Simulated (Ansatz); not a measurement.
Base system: W in the bcc (W type) structure (space group Im-3m, No. 229; a = 3.184 Å; relaxed with 0.1 eV smearing). Axes: x, y, z lie along the cube axes.

Method: plane-wave PAW DFT at the PBE level (Ansatz, a first-principles code, 420 eV), no spin-orbit coupling.

It is then changed as follows: every lattice vector is stretched by 1.00 %; the atoms relax in the strained cell.

Task: Predict the stress tensor and what it implies for the stiffness.

Result: Stress of the strained cell less that of the base (GPa, compression positive):
```
   -8.5     0.0     0.0
    0.0    -8.5     0.0
    0.0     0.0    -8.5
```

Then B = −ΔP/(ΔV/V₀) with ΔV/V₀ = 0.0303 gives secant stiffness values (nonlinear terms included at this strain): B ≈ 280 GPa.

As a check, the harmonic strain energy −½ V₀ Δσ:ε is 13 meV/atom; the computed energy rise is 13 meV/atom.

Stability against distortions was not tested. The final runs are not spin-polarised.
